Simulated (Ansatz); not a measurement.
## Sn3O4 (model structure, within 0.1 Å of Pbam, No. 55, 14 atoms in the cell)

These are r²SCAN+SOC in Ansatz (plane waves, PAW) values and carry that method's errors.

Numerical settings: plane-wave cutoff 560 eV, 18×6×8 k mesh (along the axes of the cell as run), Fermi–Dirac smearing 0.05 eV, PAW data made under PBE.

Cell (relaxed with PBEsol):

```cif
data_O8Sn6
_chemical_formula_sum 'Sn6 O8'
_space_group_name_H-M_alt 'P 1'
_space_group_IT_number 1
_cell_length_a 3.23744
_cell_length_b 8.96209
_cell_length_c 7.94311
_cell_angle_alpha 90.000
_cell_angle_beta 89.986
_cell_angle_gamma 90.000
loop_
_space_group_symop_operation_xyz
  'x, y, z'
loop_
_atom_site_label
_atom_site_type_symbol
_atom_site_fract_x
_atom_site_fract_y
_atom_site_fract_z
_atom_site_occupancy
Sn1 Sn 0.00017 0.16107 0.14990 1
Sn2 Sn 0.99983 0.83893 0.85010 1
Sn3 Sn 0.99983 0.66107 0.35010 1
Sn4 Sn 0.00017 0.33893 0.64990 1
Sn5 Sn 0.50000 0.50000 0.00000 1
Sn6 Sn 0.50000 0.00000 0.50000 1
O1 O 0.50009 0.32641 0.82965 1
O2 O 0.49991 0.67359 0.17035 1
O3 O 0.49991 0.82641 0.67035 1
O4 O 0.50009 0.17359 0.32965 1
O5 O 0.99996 0.09518 0.63286 1
O6 O 0.00004 0.90482 0.36714 1
O7 O 0.00004 0.59518 0.86714 1
O8 O 0.99996 0.40482 0.13286 1
```

- band gap = 1.14 eV (on the SCF k mesh)
- Γ–Γ gap = 2.20 eV

Note: cell and atoms aren't relaxed at this level (largest force component 0.15 eV/Å, pressure -0.4 GPa).

Static lattice: no zero-point or thermal effects.

Cost on a shared machine: roughly 90 core-minutes.

A model structure was made by putting elements into a prototype or built by hand; it is no filed structure, need not be a known phase, and can be a saddle point held by its symmetry.

Ansatz is a first-principles code.
